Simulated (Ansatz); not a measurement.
## MgTe: energy against strain

MgTe (wurtzite, P6_3mc, 33.389 Å³/atom at rest, c along z) under a strain ε along c (axis z), the other axes held. PBEsol in Ansatz, a plane-wave DFT program (PAW, default set), 420 eV, 8×8×5 Γ-centred mesh, Fermi-Dirac smearing 0.05 eV; ions are relaxed within the symmetry of each cell.

Here s stands for strain and y for E less E0.

```
strain (%)  E less E0 (meV/atom)
----------  --------------------
-1.20                       0.82
-0.60                       0.20
0.00                        0.00
0.60                        0.22
1.20                        0.85
3.00                           ?
```

The 5 complete rows are fitted with a parabola, y against s. Least squares gives y = 0.001 + 0.0133·s + 0.5794·s². Residuals (row less fit): 0.001, -0.002, -0.001, 0.002, -0.001; standard error 0.002 (degrees of freedom: 2). Twice the quadratic coefficient over the volume, 2 × 0.5794 meV × 10⁴ × 0.1602 / 33.389 Å³, is the elastic constant C33 = 56 ± 0.2 GPa.

### Question
Estimate the missing y (s = 3.00); what did the run itself give?

### Answer
y = 0.001 + 0.0133 × 3.0 + 0.5794 × 3.0² = 5.256 meV/atom. The calculation gives 5.23 meV/atom, 0.026 meV/atom below the prediction (0.5 % of the range of y in the table). The row lies outside the fitted rows, so this is an extrapolation. The fitted rows scatter only by rounding.

One order more, fitted to all 11 runs of the series, follows each within 0.01, so the miss is the next term of a smooth law. Rows are the converged runs of the series near zero and its far end; series whose fitted rows scatter by over a few per cent of the range, as at a crossing or softening among them, aren't shown in this form. Most that stay on the fit to the last digits aren't either.
